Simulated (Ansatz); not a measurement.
Given:

```yaml
crystal:
  lattice:
    - [2.55452, 0.00000, 0.00000]
    - [-1.27726, 2.21228, 0.00000]
    - [0.00000, 0.00000, 4.27525]
  atoms:
    - { symbol: B, position: [0.33333, 0.66667, 0.00009] }
    - { symbol: B, position: [0.66667, 0.33333, 0.50009] }
    - { symbol: N, position: [0.33333, 0.66667, 0.37491] }
    - { symbol: N, position: [0.66667, 0.33333, 0.87491] }
```

No spin polarisation.

Computed with Kohn–Sham DFT with the PBE functional, run in Ansatz (a program for electronic structure) with PAW and 420 eV plane waves, no spin-orbit coupling. Settings: 15×15×8 k-points, 0.05 eV Fermi–Dirac smearing.

Q: Predict the pressure and band gap.

A: 
- Pressure (mean of the normal stresses, compression positive): -42.8 kbar
- Band gap: 5.22 eV

The cells carry an imposed strain or load. Stability against distortions was not tested. The cell was made from BN in the wurtzite structure (space group P6_3mc, No. 186) by this change: uniaxial strain ε_zz = +1.20 %.
